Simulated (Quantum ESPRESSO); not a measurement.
# Pressure against volume in fcc Sr (space group 225) (Quantum ESPRESSO, PBEsol)

```xyz
1
Lattice="0.0000 2.9517 2.9517 2.9517 0.0000 2.9517 2.9517 2.9517 0.0000" Properties=species:S:1:pos:R:3 pbc="T T T"
Sr     0.0000     0.0000     0.0000
```

Level of theory: PBEsol, GBRV 1.5 ultrasoft (PBESOL) pseudopotentials (plane waves; Quantum ESPRESSO). Settings: ecutwfc = 52 Ry; ecutrho = 260 Ry; occupations = smearing; smearing = fermi-dirac; degauss = 0.0036749 Ry; potentials = {Sr: sr_pbesol_v1.uspp.F.UPF}; K_POINTS = automatic 17 17 17 0 0 0; conv_thr = 1e-10 Ry. The cell above is the first row's. The rows scale it uniformly. In all rows the k mesh is held.

```csv
V (Å^3/atom),P (GPa)
51.435,0.13
52.553,-0.13
53.672,-0.37
54.790,-0.59
55.908,-0.79
57.026,-0.98
58.144,-1.14
59.262,-1.30
60.381,?
```

Using a cubic, estimate the missing P at V = 60.381 from the other rows, showing the fit.

With u = V - 55.3, the rows have u = -3.8650, -2.7470, -1.6280, -0.5100, 0.6080, 1.7260, 2.8440, 3.9620. Least squares gives P = -0.684 - 0.1808·u + 0.00711·u² - 0.000162·u³. Residuals (row less fit): 0.000, 0.000, 0.000, 0.000, 0.001, -0.004, 0.004, -0.001; standard error 0.003 (degrees of freedom: 4). The fitted pressure is zero at V0 = 51.98, where dP/dV = -0.2333, so B0 = -V0·dP/dV = 12.1 GPa. At the withheld row, u = 5.0810, so P = -0.684 - 0.1808 × 5.0810 + 0.00711 × 5.0810² - 0.000162 × 5.0810³ = -1.440 GPa. The calculation gives -1.44 GPa, which the fit meets to the printed digits. The row lies outside the fitted rows, so this is an extrapolation. From the scatter of the fitted rows alone, a prediction at this place has a standard error of 0.009 GPa, so the miss is 0.0 times that.

Carrying the step between the two nearest rows on in a straight line would have given -1.46, off by 0.02; series whose last step already gives the withheld value aren't shown. The scan was laid around a cell of about the measured size, scaled by a guess for this functional. Cutoffs and mesh are single choices, not tested for convergence of this quantity. Series with a scatter that would blur these digits, or in which a gap closes, are not shown.
